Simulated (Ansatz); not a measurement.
The reference is GaN in the wurtzite structure (space group P6_3mc, No. 186; a = 3.2186 Å, c = 5.2435 Å). Axes: x lies along a and z along c of the hexagonal cell.

Structures relaxed with PBE in Ansatz (plane waves to 420 eV, PAW, no spin-orbit coupling), earlier PAW set.

Base:

Simulated powder pattern, Cu Kα1, λ = 1.54056 Å (kinematic, ideal powder, no thermal factors, no anomalous dispersion; the 8 strongest lines at most, above 2 %, up to 2θ = 90°):

| 2θ (°) | I/Imax (%) | hkl |
|---|---|---|
| 32.08 | 43 | (100) |
| 34.17 | 36 | (002) |
| 36.48 | 100 | (101) |
| 47.57 | 21 | (102) |
| 57.19 | 30 | (110) |
| 62.69 | 31 | (103) |
| 68.34 | 27 | (112) |
| 69.76 | 15 | (201) |

One thing is altered: tensile biaxial strain of 0.95 % in the plane normal to [001], as in epitaxy on a mismatched substrate; the out-of-plane cell vector and the atoms relax.

Q: Predict the new powder pattern.

A: 
Simulated powder pattern, Cu Kα1, λ = 1.54056 Å (kinematic, ideal powder, no thermal factors, no anomalous dispersion; the 8 strongest lines at most, above 2 %, up to 2θ = 90°):

```tsv
2θ (°)	d (Å)	I/Imax (%)	hkl
31.77	2.814	44	(100)
34.32	2.611	35	(002)
36.23	2.477	100	(101)
47.47	1.914	21	(102)
56.61	1.625	31	(110)
62.72	1.480	30	(103)
67.90	1.379	27	(112)
69.08	1.358	15	(201)
```

The indices refer to the base's conventional cell; one index is shown for lines that coincide.

No phonon test of stability was made.

Ansatz is an electronic-structure program.
